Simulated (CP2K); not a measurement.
CP2K run on RbSr₃ (P1, 4 atoms in the cell): self-consistent single point.

Computed with PBEsol, GPW, DZVP-MOLOPT-SR-GTH basis, GTH-PBE potentials (GTH_POTENTIALS) run with CP2K 2026.2.

The change in words: atoms moved at random. Reference geometry:
```yaml
crystal:
  lattice:
    - [7.73031, 0.00000, 0.00000]
    - [2.78762, 7.21019, 0.00000]
    - [-5.25897, -3.60509, 4.37084]
  atoms:
    - { symbol: Rb, position: [0.00000, 0.00000, 0.00000] }
    - { symbol: Sr, position: [0.75000, 0.25000, 0.50000] }
    - { symbol: Sr, position: [0.25000, 0.75000, 0.50000] }
    - { symbol: Sr, position: [0.50000, 0.50000, 0.00000] }
```

Reference input (self-consistent single point, DFT PBEsol, GPW, DZVP-MOLOPT-SR-GTH basis, GTH-PBE potentials (GTH_POTENTIALS)): CUTOFF = 500 Ry; REL_CUTOFF = 50 Ry; SMEAR/METHOD = FERMI_DIRAC; ELECTRONIC_TEMPERATURE = 1160.45 K; KPOINTS/SCHEME = MONKHORST-PACK 5 5 5; XC_FUNCTIONAL = PBE:PBESOL; Rb/BASIS_SET = DZVP-MOLOPT-SR-GTH-q9; Rb/POTENTIAL = GTH-PBE-q9; Sr/BASIS_SET = DZVP-MOLOPT-SR-GTH-q10; Sr/POTENTIAL = GTH-PBE-q10; METHOD = GPW; EPS_DEFAULT = 1e-10. This run's input differs from it in these lines:

```diff
@@ -73,6 +73,6 @@
       SCALED
-      Rb       0.00000000     0.00000000     0.00000000
-      Sr       0.75000000     0.25000000     0.50000000
-      Sr       0.25000000     0.75000000     0.50000000
-      Sr       0.50000000     0.50000000     0.00000000
+      Rb       0.00241800     0.00064200     0.01010600
+      Sr       0.74126300     0.24380100     0.49023900
+      Sr       0.25926600     0.76609900     0.51323100
+      Sr       0.49705300     0.48945800    -0.01357500
     &END COORD
```

Output (repeated stretches shortened):

```
 SCF WAVEFUNCTION OPTIMIZATION

  Step     Update method      Time    Convergence         Total energy    Change
     1 NoMix/Diag. 0.30E+00      -     1.41839567      -116.2189045991 -1.16E+02
     2 Broy./Diag. 0.30E+00      -     0.00292393      -116.1523977972  6.65E-02
     3 Broy./Diag. 0.30E+00      -     0.00927120      -116.0276451281  1.25E-01
     4 Broy./Diag. 0.30E+00      -     0.00618571      -116.0044343816  2.32E-02
     5 Broy./Diag. 0.30E+00      -     0.00535187      -116.0108595065 -6.43E-03
     6 Broy./Diag. 0.30E+00      -     0.00134015      -116.0012633217  9.60E-03
   [... 5 lines left out ...]
    12 Broy./Diag. 0.30E+00      -     0.00000272      -115.9984615146  4.41E-05
    13 Broy./Diag. 0.30E+00      -     0.00000038      -115.9984427582  1.88E-05
    14 Broy./Diag. 0.30E+00      -     0.00000041      -115.9984360990  6.66E-06
    15 Broy./Diag. 0.30E+00      -     0.00000004      -115.9984353530  7.46E-07
  *** SCF run converged in    15 steps ***

  Overlap energy of the core charge distribution:               0.00000000000000
  Self energy of the core charge distribution:               -222.94124104986597
  Core Hamiltonian energy:                                     48.60136261461634
  Hartree energy:                                              74.67864121575421
  Exchange-correlation energy:                                -16.33192850111588
  Electronic entropic energy:                                  -0.00526963251716
  Fermi energy:                                                 0.12389755422314

  Total energy:                                              -115.99843535297275
  Total energy (extrapolated to T->0):                       -115.99580053671417

   [... lines left out ...]

 STRESS| Analytical stress tensor [bar]
 STRESS|                        x                   y                   z
 STRESS|      x       -2.20386021749E+03  -6.89288793377E+02  -1.59317116530E+01
 STRESS|      y       -6.89288793377E+02  -1.77317792919E+03   8.21655564723E+01
 STRESS|      z       -1.59317116530E+01   8.21655564723E+01  -9.32021224148E+02
 STRESS| 1/3 Trace                                            -1.63635312361E+03
```

The run converged in 15 iterations. Against the reference run the free energy goes up by 4.9 meV/atom, the pressure hardly changes (-0.19 to -0.16 GPa) and the largest force goes from 0.000 to 0.181 eV/Å.

The starting cell comes from a database of computed structures (which also holds hypothetical and non-ambient phases and stackings), without a prior relaxation at this level. For this run, on top of that: atoms moved at random. Values carry the incompleteness of an atom-centred basis. The potentials were made for another functional than the one used.

Cost on one core of a shared machine: roughly 50 s.
